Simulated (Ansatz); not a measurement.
Electronic density of states of amorphous Zr20O43In2, density 5.42 g/cm³, on a 2×2×2 Γ-centred mesh with a Gaussian width of 0.1 eV; energies count from the Fermi level, whose place inside the gap is arbitrary. Cell and mesh are small, so fine structure isn't converged. All values below come from PBE, scalar-relativistic without spin-orbit coupling (plane waves to 420 eV, PAW; Ansatz, a quantum-chemistry and plane-wave program). Sampling: a 2×2×2 Γ-centred mesh; Fermi-Dirac width 0.02 eV; no spin polarisation.

It comes from a melt-quench run on a machine-learned potential (CHGNet), relaxed afterwards by DFT. O atoms were pushed apart under 1.9 Å during the dynamics, to hinder bonds among them. The hot cell started wider than the set density and was brought back towards it in steps. It is the lowest in DFT energy of 2 quenches. It is a model cell: composition and starting density were chosen by hand, and all elements were melted together. No dispersion term was used. Its density started from a set value of 5.42 and ended at 5.42 g/cm³. The quench (nominally 300 K/ps over its main leg) was far faster than any real one, so the model tends to hold more defects than a real film. One small periodic cell is one sample of the glass; other quenches scatter about these values. The volume was held where the preparation left it and the shape relaxed, at a PBE pressure of -4.7 GPa (tension). Stress components on the final sampling reach 4.8 GPa. On a 2×2×2 Γ-centred mesh force components of up to 0.15 eV/Å stay, since the relaxation ran on the zone centre alone.

(E - EF (eV), states/(eV atom)): (-12.00, 0.00); (-11.90, 0.00); (-11.80, 0.00); (-11.70, 0.00); (-11.60, 0.00); (-11.50, 0.00); (-11.40, 0.00); (-11.30, 0.00); (-11.20, 0.00); (-11.10, 0.00); (-11.00, 0.00); (-10.90, 0.00); (-10.80, 0.00); (-10.70, 0.00); (-10.60, 0.00); (-10.50, 0.00); (-10.40, 0.00); (-10.30, 0.00); (-10.20, 0.00); (-10.10, 0.00); (-10.00, 0.00); (-9.90, 0.00); (-9.80, 0.00); (-9.70, 0.00); (-9.60, 0.00); (-9.50, 0.00); (-9.40, 0.00); (-9.30, 0.00); (-9.20, 0.00); (-9.10, 0.00); (-9.00, 0.00); (-8.90, 0.00); (-8.80, 0.00); (-8.70, 0.00); (-8.60, 0.00); (-8.50, 0.00); (-8.40, 0.00); (-8.30, 0.00); (-8.20, 0.00); (-8.10, 0.00); (-8.00, 0.00); (-7.90, 0.00); (-7.80, 0.00); (-7.70, 0.00); (-7.60, 0.00); (-7.50, 0.00); (-7.40, 0.00); (-7.30, 0.00); (-7.20, 0.00); (-7.10, 0.01); (-7.00, 0.08); (-6.90, 0.18); (-6.80, 0.18); (-6.70, 0.14); (-6.60, 0.03); (-6.50, 0.00); (-6.40, 0.01); (-6.30, 0.12); (-6.20, 0.35); (-6.10, 0.53); (-6.00, 0.62); (-5.90, 0.68); (-5.80, 0.73); (-5.70, 0.73); (-5.60, 0.75); (-5.50, 0.83); (-5.40, 0.85); (-5.30, 0.85); (-5.20, 0.85); (-5.10, 0.81); (-5.00, 0.83); (-4.90, 0.85); (-4.80, 0.82); (-4.70, 0.86); (-4.60, 0.87); (-4.50, 0.85); (-4.40, 0.92); (-4.30, 0.92); (-4.20, 0.87); (-4.10, 0.88); (-4.00, 0.91); (-3.90, 0.87); (-3.80, 0.86); (-3.70, 0.89); (-3.60, 0.92); (-3.50, 0.95); (-3.40, 0.96); (-3.30, 0.91); (-3.20, 0.91); (-3.10, 0.99); (-3.00, 1.01); (-2.90, 1.00); (-2.80, 1.02); (-2.70, 0.98); (-2.60, 0.99); (-2.50, 1.02); (-2.40, 1.01); (-2.30, 0.96); (-2.20, 0.90); (-2.10, 0.83); (-2.00, 0.75); (-1.90, 0.71); (-1.80, 0.59); (-1.70, 0.46); (-1.60, 0.25); (-1.50, 0.04); (-1.40, 0.00); (-1.30, 0.00); (-1.20, 0.00); (-1.10, 0.00); (-1.00, 0.00); (-0.90, 0.00); (-0.80, 0.00); (-0.70, 0.00); (-0.60, 0.00); (-0.50, 0.00); (-0.40, 0.00); (-0.30, 0.00); (-0.20, 0.00); (-0.10, 0.00); (0.00, 0.00); (0.10, 0.00); (0.20, 0.00); (0.30, 0.00); (0.40, 0.00); (0.50, 0.00); (0.60, 0.00); (0.70, 0.00); (0.80, 0.00); (0.90, 0.00); (1.00, 0.00); (1.10, 0.00); (1.20, 0.00); (1.30, 0.00); (1.40, 0.00); (1.50, 0.02); (1.60, 0.09); (1.70, 0.14); (1.80, 0.14); (1.90, 0.19); (2.00, 0.23); (2.10, 0.27); (2.20, 0.39); (2.30, 0.46); (2.40, 0.50); (2.50, 0.57); (2.60, 0.67); (2.70, 0.77); (2.80, 0.78); (2.90, 0.81); (3.00, 0.80); (3.10, 0.76); (3.20, 0.71); (3.30, 0.71); (3.40, 0.80); (3.50, 0.83); (3.60, 0.75)

The gap on this mesh is 3.23 eV; the broadening fills part of it in the curve.
